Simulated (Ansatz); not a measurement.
Consider MgTe in the wurtzite structure (space group P6_3mc, No. 186; a = 4.509 Å, c = 7.338 Å). Axes: x lies along a and z along c of the hexagonal cell.

All numbers come from LDA (Ansatz, a program for electronic structure), no spin-orbit coupling.

Strains are applied to the cell and any free atomic positions relax; under biaxial strain the out-of-plane vector relaxes too.

One change was made to it. Results:

| quantity | base | after |
|---|---|---|
| pressure (mean of the normal stresses, compression positive) | 0.00 GPa | 0.25 GPa |
| shortest interatomic distance | 2.757 Å | 2.749 Å |

Problem. Which change produced these results?
(A) biaxial strain −1.20 %, plane normal [001], relaxed out of plane
(B) biaxial strain −3.00 %, plane normal [001], relaxed out of plane
(C) biaxial strain −0.60 %, plane normal [001], relaxed out of plane

Solution. C, biaxial strain −0.60 %, plane normal [001], relaxed out of plane. For comparison, the pressure in the other runs: biaxial strain −3.00 %, plane normal [001], relaxed out of plane gives 1.32 GPa; biaxial strain −1.20 %, plane normal [001], relaxed out of plane gives 0.51 GPa.

Whether these cells are dynamically stable was not tested.
